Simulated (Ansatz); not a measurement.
Start from W in the bcc (W type) structure (space group Im-3m, No. 229; relaxed with 0.1 eV smearing).

```cif
data_W2
_chemical_formula_sum 'W2'
_space_group_name_H-M_alt 'Im-3m'
_space_group_IT_number 229
_space_group_name_Hall '-I 4 2 3'
_cell_length_a 3.15422
_cell_length_b 3.15422
_cell_length_c 3.15422
_cell_angle_alpha 90.000
_cell_angle_beta 90.000
_cell_angle_gamma 90.000
loop_
_atom_site_label
_atom_site_type_symbol
_atom_site_symmetry_multiplicity
_atom_site_Wyckoff_symbol
_atom_site_fract_x
_atom_site_fract_y
_atom_site_fract_z
_atom_site_occupancy
W1 W 2 a 0.00000 0.00000 0.00000 1
```
(The calculation used a cell of 1 atom; values per cell refer to that cell.)

Calculations: Ansatz (an electronic-structure program), PBEsol, PAW, cutoff 420 eV, spin-orbit coupling left out.

Strains are applied to the cell and any free atomic positions relax.

One change was made to it. Results:

| quantity | base | after |
|---|---|---|
| energy relative to the base (free energy F) | 0 meV/atom | +117 meV/atom |
| pressure | 0.0 GPa | -23.8 GPa |

Q: Which change produced these results?
A) isotropic strain −1.50 %
B) isotropic strain −2.50 %
C) isotropic strain +3.00 %
D) isotropic strain +2.50 %
E) isotropic strain +0.50 %

A: C, isotropic strain +3.00 %. For comparison, the energy relative to the base in the other runs: isotropic strain −2.50 % gives +96 meV/atom; isotropic strain +2.50 % gives +82 meV/atom; isotropic strain −1.50 % gives +34 meV/atom; isotropic strain +0.50 % gives +3.5 meV/atom.

No phonon test of stability was made. The final runs are not spin-polarised.
